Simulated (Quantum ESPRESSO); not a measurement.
Quantum ESPRESSO run on Zn3PBr3 (Pm, 7 atoms in the cell): self-consistent single point.

Method of the run: PBEsol, PseudoDojo standard norm-conserving (PBESOL) pseudopotentials (plane waves; Quantum ESPRESSO 7.5).

```yaml
crystal:
  lattice:
    - [6.59711, 0.00000, 0.00000]
    - [0.00000, 4.00656, 0.00000]
    - [-0.07631, 0.00000, 6.93302]
  atoms:
    - { symbol: Zn, position: [0.47409, 0.00000, 0.29939] }
    - { symbol: Zn, position: [0.50049, 0.50000, 0.87471] }
    - { symbol: Zn, position: [0.02618, 0.50000, 0.15105] }
    - { symbol: P, position: [0.37090, 0.50000, 0.17740] }
    - { symbol: Br, position: [0.86933, 0.00000, 0.32860] }
    - { symbol: Br, position: [0.86717, 0.50000, 0.83225] }
    - { symbol: Br, position: [0.38783, 0.00000, 0.66995] }
```

Reference input (self-consistent single point, DFT, PBEsol, plane waves, PseudoDojo standard norm-conserving (PBESOL) pseudopotentials): ecutwfc = 85 Ry; occupations = fixed; potentials = {Zn: Zn.upf, P: P.upf, Br: Br.upf}; K_POINTS = automatic 3 5 3 0 0 0; nbnd = 51; conv_thr = 1e-10 Ry; mixing_beta = 0.3. This run's input differs from it in these lines:

```diff
@@ -37,3 +37,3 @@
 K_POINTS {automatic}
-3 5 3  0 0 0
+3 4 3  0 0 0
```

Log, with long lists cut:

```
     Self-consistent Calculation

     iteration #  1     ecut=    85.00 Ry     beta= 0.30

     Threshold (ethr) on eigenvalues was too large:
     Diagonalizing with lowered threshold

     total energy              =   -1361.92490837 Ry
     estimated scf accuracy    <       0.31265844 Ry

     iteration #  2     ecut=    85.00 Ry     beta= 0.30

     total energy              =   -1361.95041136 Ry
     estimated scf accuracy    <       0.03573948 Ry

     iteration #  3     ecut=    85.00 Ry     beta= 0.30

     total energy              =   -1361.95279097 Ry
     estimated scf accuracy    <       0.00770962 Ry

   [... 7 blocks of this kind left out ...]

     iteration # 11     ecut=    85.00 Ry     beta= 0.30

     total energy              =   -1361.95314951 Ry
     estimated scf accuracy    <          4.9E-10 Ry

     iteration # 12     ecut=    85.00 Ry     beta= 0.30
     End of self-consistent calculation

     highest occupied, lowest unoccupied level (ev):     4.9301    6.5522

!    total energy              =   -1361.95314951 Ry
     estimated scf accuracy    <          4.2E-11 Ry

     convergence has been achieved in  12 iterations

     Forces acting on atoms (cartesian axes, Ry/au):

     atom    1 type  1   force =     0.00099262    0.00000000    0.00197851
     atom    2 type  1   force =     0.00186058    0.00000000   -0.00085253
     atom    3 type  1   force =    -0.00278821    0.00000000   -0.00214394
     atom    4 type  2   force =    -0.00036092    0.00000000    0.00021410
     atom    5 type  3   force =    -0.00063435    0.00000000   -0.00316844
     atom    6 type  3   force =    -0.00140762    0.00000000    0.00346315
     atom    7 type  3   force =     0.00233790    0.00000000    0.00050915

     Total force =     0.007196     Total SCF correction =     0.000043

          total   stress  (Ry/bohr**3)                   (kbar)     P=       -8.08
  -0.00006022   0.00000000  -0.00000082           -8.86        0.00       -0.12
   0.00000000  -0.00004712   0.00000000            0.00       -6.93        0.00
  -0.00000082   0.00000000  -0.00005739           -0.12        0.00       -8.44

   JOB DONE.
```

The run converged in 12 iterations. Against the reference run the free energy goes up by 2.8 meV/atom, the pressure hardly changes (-0.83 to -0.81 GPa), the largest force stays at 0.096 eV/Å and the gap on the mesh hardly changes (1.625 to 1.622 eV).

The starting cell comes from a database of computed structures (which also holds hypothetical and non-ambient phases and stackings), without a prior relaxation at this level.

Cost on one core of a shared machine: roughly 3 min.
